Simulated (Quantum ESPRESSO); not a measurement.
A self-consistent single point of TmIr (P4mm, 2 atoms in the cell) with Quantum ESPRESSO.

Method of the run: PBEsol, SSSP 1.1.2 efficiency (PBE) pseudopotentials (plane waves; Quantum ESPRESSO 7.5).

```xyz
2
Lattice="3.3666 0.0000 0.0000 0.0000 3.3666 0.0000 0.0000 0.0000 3.3666" Properties=species:S:1:pos:R:3 pbc="T T T"
Tm     1.6833     1.6833     1.7333
Ir     0.0000     0.0000     0.0000
```
Moments meant for the start (each program seeds them in its own way; μB, in the order of the atoms Tm Ir): 2.0 0.0.

Reference input (self-consistent single point, DFT, PBEsol, plane waves, SSSP 1.1.2 efficiency (PBE) pseudopotentials): ecutwfc = 50 Ry; ecutrho = 400 Ry; occupations = smearing; smearing = gauss; degauss = 0.0073499 Ry; nspin = 2; input_dft = pbesol; potentials = {Tm: Tm.GGA-PBE-paw-v1.0.UPF, Ir: Ir_pbe_v1.2.uspp.F.UPF}; K_POINTS = automatic 5 5 5 0 0 0; conv_thr = 1e-10 Ry; mixing_beta = 0.4. This run's input differs from it in these lines:

```diff
@@ -17,2 +17,3 @@
  degauss = 0.0073499
+ nbnd = 19
  nspin = 2
```

The program printed (abridged):

```
     Self-consistent Calculation

     iteration #  1     ecut=    50.00 Ry     beta= 0.40

     negative rho (up, down):  1.574E-01 1.608E-01

     total energy              =   -1118.17760992 Ry
     estimated scf accuracy    <       2.38728344 Ry

     total magnetization       =    -0.00 Bohr mag/cell
     absolute magnetization    =     0.77 Bohr mag/cell

     iteration #  2     ecut=    50.00 Ry     beta= 0.40

     negative rho (up, down):  1.599E-01 1.630E-01

     total energy              =   -1115.42537986 Ry
     estimated scf accuracy    <      43.75221009 Ry

     total magnetization       =     0.00 Bohr mag/cell
   [... lines left out ...]

     total energy              =   -1119.36407747 Ry
     estimated scf accuracy    <       0.00000179 Ry

     total magnetization       =     0.00 Bohr mag/cell
     absolute magnetization    =     0.28 Bohr mag/cell

     iteration #100     ecut=    50.00 Ry     beta= 0.40
     c_bands:  1 eigenvalues not converged
     c_bands:  1 eigenvalues not converged

     negative rho (up, down):  1.607E-01 1.617E-01

     total energy              =   -1119.36408408 Ry
     estimated scf accuracy    <       0.00000108 Ry

     total magnetization       =    -0.00 Bohr mag/cell
     absolute magnetization    =     0.29 Bohr mag/cell
     End of self-consistent calculation

     convergence NOT achieved after 100 iterations: stopping

   JOB DONE.
```

The run ended unconverged after 100 iterations.  The full log also holds: “c_bands:  1 eigenvalues not converged”. The full log also holds: “c_bands:  2 eigenvalues not converged”.

The starting cell comes from a database of computed structures (which also holds hypothetical and non-ambient phases and stackings), without a prior relaxation at this level. Its lattice was rescaled by up to half a per cent. One atom was moved a little off its site on purpose. Spin-orbit coupling is off.

Cost on one core of a shared machine: roughly 10 min.
